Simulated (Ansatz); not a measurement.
Base system: PbI2 in the 2H-MoS2 type structure (space group P6_3/mmc, No. 194; a = 4.2732 Å, c = 14.3620 Å; a hypothetical phase, not in the database extracts checked).

Now apply this change: a hydrostatic pressure of 3 GPa.

Levels (all Ansatz, a quantum-chemistry and plane-wave program, PAW, earlier PAW set): PBEsol-D3(BJ) (420 eV, spin-orbit coupling left out); PBEsol+SOC (420 eV, with spin-orbit coupling).

The geometry is relaxed with PBEsol-D3(BJ).

| Quantity | Result |
|---|---|
| PBEsol-D3(BJ) valence-band top at Γ | 0.00, -0.88, -0.88 eV |
| PBEsol-D3(BJ) hole mass | 0.21 mₑ along c, 0.52 mₑ across (at Γ) |
| PBEsol-D3(BJ) band gap | 0.33 eV |

**Question.** Predict the valence-band top at Γ, hole mass and band gap from PBEsol+SOC.

**Answer.** The valence-band top at Γ (three highest Kramers pairs, from the VBM) becomes 0.00, -0.70, -1.06 eV (PBEsol-D3(BJ): 0.00, -0.88, -0.88 eV); the hole mass changes from 0.21 mₑ along c, 0.52 mₑ across (at Γ) to 0.21 mₑ along c, 0.31 mₑ across (at Γ); the band gap decreases by 0.27 eV to 0.06 eV.

Single points use the geometry relaxed with PBEsol-D3(BJ). Differences between runs with and without spin-orbit coupling are approximate. Spin-orbit coupling, missing from the scalar runs, can matter with I and Pb. Load acts through the strain it causes; cell and atoms are relaxed under it. Masses are band curvatures over ±0.01 Å⁻¹ around the edge. Whether these cells are dynamically stable was not tested. The zero or small gap of PbI2 under pressure 3 GPa can change with the level of theory.
